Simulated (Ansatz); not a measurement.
The parent structure is CdS in the zinc blende structure (space group F-43m, No. 216).

```yaml
crystal:
  lattice:
    - [0.00000, 2.96355, 2.96355]
    - [2.96355, 0.00000, 2.96355]
    - [2.96355, 2.96355, 0.00000]
  atoms:
    - { symbol: S, position: [0.75000, 0.75000, 0.75000] }
    - { symbol: Cd, position: [0.00000, 0.00000, 0.00000] }
```

Computed with PBE (Ansatz, a program for electronic structure, PAW, spin-orbit coupling left out), earlier PAW set.

Its conduction minimum is a single valley at Γ with mass 0.12 mₑ.

The change: 0.521 electrons added to each cell, a density of 1.0×10^22 cm⁻³, with a uniform compensating background at fixed cell and a 300 K Fermi–Dirac width.

Problem. Where would a parabolic band put the Fermi level, and where does the calculation put it?

Solution. k_F = (3π²n)^(1/3) = 0.667 Å⁻¹, so ħ²k_F²/2m = 14 eV above the band edge at zero temperature. The calculation gives 2.50 eV (to 0.05 eV): the band is strongly non-parabolic or higher valleys fill at this density.

Charged cell with a jellium background: band edges are those of the host's band count, energies are not comparable with the neutral cell, and many-body gap narrowing is missing. The levels and masses belong to the bands next to the band gap. Effective masses come from finite differences of ±0.01 Å⁻¹. No phonon test of stability was made.
